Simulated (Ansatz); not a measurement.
Results of PBEsol (PAW; Ansatz, a program for electronic structure) for CuAu₃ (P6₃/mmc, No. 194, 8 atoms in the cell; start mp-1184004; a measured phase of this formula has another space group).

Run with plane-wave cutoff 520 eV, 12×12×12 k mesh, Fermi–Dirac smearing 0.05 eV, no spin polarisation, scalar-relativistic PAW data made under PBE.

Cell (relaxed at this level):

```cif
data_Au6Cu2
_chemical_formula_sum 'Cu2 Au6'
_space_group_name_H-M_alt 'P63/mmc'
_space_group_IT_number 194
_space_group_name_Hall '-P 6c 2c'
_cell_length_a 5.58297
_cell_length_b 5.58297
_cell_length_c 4.65348
_cell_angle_alpha 90.000
_cell_angle_beta 90.000
_cell_angle_gamma 120.000
loop_
_atom_site_label
_atom_site_type_symbol
_atom_site_symmetry_multiplicity
_atom_site_Wyckoff_symbol
_atom_site_fract_x
_atom_site_fract_y
_atom_site_fract_z
_atom_site_occupancy
Cu1 Cu 2 d 0.66667 0.33333 0.25000 1
Au1 Au 6 h 0.16911 0.33821 0.25000 1
```

Predict the bulk modulus B0.


- bulk modulus B0 = 171 GPa

Note: the run has no spin polarisation, so it can have missed a magnetic state; the bulk modulus is −V dP/dV from two relaxed cells at ±2 % in volume; the relaxation could not lower the start's symmetry, so the cell can be a saddle point above a distorted one.

Spin–orbit coupling is not included; it can shift volumes and moduli of such heavy elements.

Computed values are for the static lattice.

A start named mp-… is a Materials Project structure, which need not be a measured phase.
